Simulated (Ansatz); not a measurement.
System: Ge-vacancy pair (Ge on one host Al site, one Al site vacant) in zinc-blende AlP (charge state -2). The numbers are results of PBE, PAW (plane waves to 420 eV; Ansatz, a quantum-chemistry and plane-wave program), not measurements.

64-site cell at the relaxed PBE lattice, a 2×2×2 k-point mesh shifted by half a step, smearing 0.01 eV, spin-restricted, no finite-size correction. Energies are static. The charge state is imposed; whether it is stable for some Fermi level was not computed. Forms of the defect that were not tried may lie lower.

Barriers: single points on a 3×3×3 k-point mesh shifted by half a step at the bands' geometries.

The step: one Al atom jumps into the vacancy from a nearby Al site (Ge-vacancy distance between ideal sites 3.90 Å throughout); the atom moves 3.67 Å along (-0.47, 0.00, 0.47) of the unit cell; the moving atom starts with neighbours P at 2.32, 2 P at 2.41, P at 2.45 Å and ends with P at 2.32, 2 P at 2.41, P at 2.45 Å.

Question: Predict the migration barrier of this step from PBE, PAW.

Answer: 1.62 eV, the same both ways. At the saddle the moving atom has neighbours P at 2.25, P at 2.60, P at 2.62, P at 2.70, P at 2.73 Å. The saddle point's order was not checked.
